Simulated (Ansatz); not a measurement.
The reference is FeS$_{2}$ (space group Pnnm, No. 58; non-magnetic).

```xyz
6
Lattice="4.3675 0.0000 0.0000 0.0000 5.3332 0.0000 0.0000 0.0000 3.3445" Properties=species:S:1:pos:R:3 pbc="T T T"
Fe     2.1837     2.6666     1.6722
Fe     0.0000     0.0000     0.0000
S      3.0886     4.6633     1.6722
S      0.9049     3.3364     0.0000
S      3.4626     1.9967     0.0000
S      1.2789     0.6698     1.6722
```

Cartesian axes are those of the cell as printed.

Method: PBEsol (Ansatz, a quantum-chemistry and plane-wave program; PAW; 420 eV plane waves; no spin-orbit coupling), earlier PAW set.

For the base:

The pressure comes out as 0.00 GPa and the band gap comes out as 0.91 eV. The shortest interatomic distance comes out as 2.192 Å.

One thing is altered: tensor shear ε_xy = +0.28 % (engineering shear γ = 0.0056), atoms relaxed at fixed cell.

How does this affect the pressure, band gap, energy relative to the base and shortest interatomic distance?

The pressure (mean of the normal stresses, compression positive) stays essentially unchanged (0.00 GPa against 0.01 GPa); the band gap shrinks by 0.01 eV (0.91 eV → 0.90 eV); the energy stays essentially unchanged; the shortest interatomic distance decreases by 0.004 Å, from 2.192 Å to 2.188 Å.

The cells carry an imposed strain or load. Whether these cells are dynamically stable was not tested. Seeded moments were not kept for the base. All final runs are without spin polarisation.
